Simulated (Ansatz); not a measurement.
System: GaAs (P4/mmm, No. 123, 2 atoms in the cell; start mp-1059094; a measured phase of this formula has another space group). Method: r²SCAN in Ansatz (PAW).

Numerical settings: plane-wave cutoff 560 eV, 20×10×20 k mesh (along the axes of the cell as run), Fermi–Dirac smearing 0.05 eV, scalar-relativistic PAW data made under PBE.

Cell (relaxed at this level):

```yaml
crystal:
  lattice:
    - [2.67854, 0.00000, 0.00000]
    - [0.00000, 5.43677, 0.00000]
    - [0.00000, 0.00000, 2.67868]
  atoms:
    - { symbol: Ga, position: [0.00000, 0.50000, 0.82502] }
    - { symbol: As, position: [0.00000, 0.00000, 0.82498] }
```

### Question
What does this level give for the bulk modulus?

### Answer

* **bulk modulus**: 71.6 GPa

The run finds no gap.

Note: the bulk modulus is −V dP/dV from two relaxed cells at ±2 % in volume; the relaxation could not lower the start's symmetry, so the cell can be a saddle point above a distorted one.

The computed numbers hold no vibrational or temperature effects.

A start named mp-… is a Materials Project structure, which need not be a measured phase.

Ansatz is a program for electronic structure.
